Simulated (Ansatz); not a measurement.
Given:

```
CELL_PARAMETERS angstrom
      2.90532     0.00000     0.00000
      0.00000     2.90532     0.00000
      1.45266    -1.45266     2.14166
ATOMIC_POSITIONS crystal
  Mg 0.00000 0.00000 0.00000
  O  0.50000 0.50000 0.00000
```

No spin polarisation.

Method: Ansatz (a program for electronic structure) PBEsol, no spin-orbit coupling. Γ-centred 13×13×13 mesh, Fermi–Dirac width 0.05 eV.

Q: Predict the gap character.

A: Direct at Γ.

Q: What valence-band top at Γ (three highest levels, from the VBM) does the calculation give?

A: 0.00, -0.07, -0.07 eV.

Q: Estimate the electron mass.

A: 0.33 mₑ out of plane, 0.37 mₑ in plane (at Γ).

Q: What is the computed band gap?

A: 4.89 eV.

The cells carry an imposed strain or load. Effective masses come from finite differences of ±0.01 Å⁻¹. Whether these cells are dynamically stable was not tested. The cell was made from MgO in the rock salt structure (space group Fm-3m, No. 225) by this change: biaxial strain −2.50 %, plane normal [001], relaxed out of plane.
